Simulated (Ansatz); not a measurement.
System: C11b WSi2. Method: BLYP (Ansatz, a program for electronic structure, plane waves, PAW).

Settings: plane-wave cutoff 520 eV, 24×24×24 k mesh, Fermi–Dirac smearing 0.05 eV, no spin polarisation, scalar-relativistic PAW data made under PBE.

Shape and atoms are relaxed at each volume.

Pressure at four volumes; x = ln(V/14.295 Å³). One pressure is withheld.

```csv
V (Å³/atom),x,P (GPa)
13.723,-0.0408,8.18
14.295,0.0000,0.00
14.581,0.0198,-3.44
14.867,0.0392,?
```

Problem. Pass a parabola P(x) through the three rows shown, estimate the bulk modulus and its pressure derivative near zero pressure, and predict the withheld pressure.

Solution. Slopes between the rows: (0.00 − (8.18))/(0.0000 − (-0.0408)) = -200.49 and (-3.44 − (0.00))/(0.0198 − (0.0000)) = -173.74 GPa. Their difference over the span 0.0606 is c = 26.75/0.0606 = 441.4 GPa, so P(x) = 8.18 + (-200.49)(x − (-0.0408)) + 441.4 (x − (-0.0408))(x − (0.0000)). At the middle row B = −dP/dx = −[-200.49 + 441.4 × 0.0408] = 182.5 GPa, and B′ = dB/dP = 2c/B = 4.8. At x = 0.0392 the parabola gives -6.47 GPa; the run gives -6.52 GPa. The Birch–Murnaghan fit to the energies at all volumes has B0 = 182 GPa and B′ = 4.7.

Note: the bulk modulus comes from volumes at which shape and atoms were relaxed.

Spin–orbit coupling is not included.
